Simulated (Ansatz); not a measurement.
An Ansatz (a program for electronic structure) run: Au with a change (biaxial strain +1.97 %, plane normal [111], relaxed out of plane); PBEsol, PAW, 420 eV (Ansatz; no SOC), earlier PAW set.

Input:

Ansatz 0.2 input:
```yaml
crystal:
  lattice:
    - [2.9438903101, 0, 0]
    - [1.471945155, 2.5494837945, 0]
    - [1.471945155, -0.8498279315, 2.3340199672]
  atoms:
    - { symbol: Au, position: [0, 0, 0] }
basis: { ecutwfc: 420, ecutrho_ratio: 4, xc_grid: 2, fft_grid_basis: typed }
kpoints: { mp_grid: { grid: [28, 28, 28] } }
hamiltonian:
  xc: pbesol
  dispersion: none
  pseudopotentials: { azcp: { folder: ./paw }, kind: paw }
scf: { occupations: { method: fermi_dirac, width: 0.1 } }
relax: { f_tol: 0.005, max_steps: 50, cell: { stress_tol: 0.01, fix: [a, b, gamma] } }
output: { forces: true, stress: true }
checkpoint: { write: state.ck, write_every: 1000 }
```

Output (explanatory and most iteration lines left out):

```
Relaxation: its limit of steps is 50 (relax.max_steps)
Pseudopotential: Au, paw, valence charge 19
Crystal: 1 atoms, lattice volume = 17.518 Å³
Basis set: ecut = 420 eV, 337 PW (Γ), exchange–correlation on 40×40×40 points (8 copies of the dense FFT grid, shifted against one another)
Bands: 14, of which v1, the nominal top of the filled ones, is band 10 counted from 1 (9 counted from 0)
Symmetry: 12 space group operations
Space group: R-3m (ITA 166), of the structure as read, at distance tolerance 2.6e-5 Å
k-points: 2045 of 21952
Functional: x = pbesol(κ = 0.804, μ = 0.12345679012345678), c = pbesol(β = 0.046)
SCF iter   1: F=—  HF=-13009.160595 eV  |F-HF|=—  |Δ(HF+E_count)|=         —  Δρ=7.37e-2  dr2=1.07e0  ethr=3.10e-3  ⟨swp⟩=4.1  Hψ=138060  notcnv=0
SCF iter   2: F=—  HF=-13008.895440 eV  |F-HF|=—  |Δ(HF+E_count)|=   2.65e-1  Δρ=3.26e-2  dr2=2.03e-1  ethr=3.10e-3  ⟨swp⟩=2.0  Hψ=53672  notcnv=0  defer=172
SCF 1 converged in 6 iterations: F = -13008.836954 eV  dr2 = 1.14e-8
relax step   1: F+E_penalty+E_count = -13008.83695361 eV  Δ(F+E_penalty+E_count) = +0.000e0 eV  max|allowed force component| = 0.000e0 eV/Å  Δτ_max = 0.0000 Å  P = -4.543 GPa  Ω = 17.518 Å³  fix = [a, b, gamma]  reactions: a -5.080, b -5.080 GPa  (6 SCF iters, dr2 threshold 1.00e-7 eV, accepted)
[... steps on the carried basis left out ...]
relax step   4: F+E_penalty+E_count = -13008.84025467 eV  Δ(F+E_penalty+E_count) = -7.006e-6 eV  max|allowed force component| = 0.000e0 eV/Å  Δτ_max = 0.0000 Å  P = -1.754 GPa  Ω = 17.227 Å³  energy of the carried Pulay correction = +8.200e-5 eV  fix = [a, b, gamma]  reactions: a -2.630, b -2.630 GPa  (2 SCF iters, dr2 threshold 4.27e-8 eV, accepted)
Crystal: 1 atoms, lattice volume = 17.227 Å³
SCF iter   1: F=—  HF=-13008.840169 eV  |F-HF|=—  |Δ(HF+E_count)|=         —  Δρ=5.70e-5  dr2=1.41e-7  ethr=2.97e-9  ⟨swp⟩=3.6  Hψ=230728  notcnv=0
SCF iter   2: F=—  HF=-13008.840168 eV  |F-HF|=—  |Δ(HF+E_count)|=   4.68e-7  Δρ=2.42e-5  dr2=2.34e-8  ethr=7.40e-10  ⟨swp⟩=2.9  Hψ=48429  notcnv=0
SCF 5 converged in 6 iterations: F = -13008.840168 eV  dr2 = 3.63e-15
SCF converged after 6 iterations
Free energy (F): -13008.840168 eV
Internal energy: -13008.830301 eV  (E = F + TS)
E sigma→0 (E₀):  -13008.835234 eV
Entropy (-TS):   -0.009868 eV (-9.868 meV/atom)
Fermi energy:    20.088482 eV
--- Forces (eV/Å), atoms counted from 1 ---
  atom   1  Au    -0.00000000     0.00000000     0.00000000
--- Stress (GPa, compression-positive) ---
       -2.627967      -0.000000      -0.000000
       -0.000000      -2.627967       0.000000
       -0.000000       0.000000       0.002300
  P = ⅓ Tr σ = -1.7512 GPa (-17.512 kbar)
--- Relaxed structure (4 steps of the walk, 4 accepted, 1 SCFs on fresh bases) ---
  cell:  # Å, volume = 17.2272 Å³
    - [2.9438903100991634, 2.8867462719449603e-11, 4.204313264841118e-11]
    - [1.4719451550245817, 2.549483794515158, 2.1021602144675065e-11]
    - [1.4719451550251346, -0.8498279314858077, 2.2953014855517777]
  atoms:
    - { symbol: Au, position: [0.0, 0.0, 0.0] }
```

Stability against distortions was not tested. The cell was made from Au in the fcc (Cu type) structure (space group Fm-3m, No. 225) by this change: biaxial strain +1.97 %, plane normal [111], relaxed out of plane.
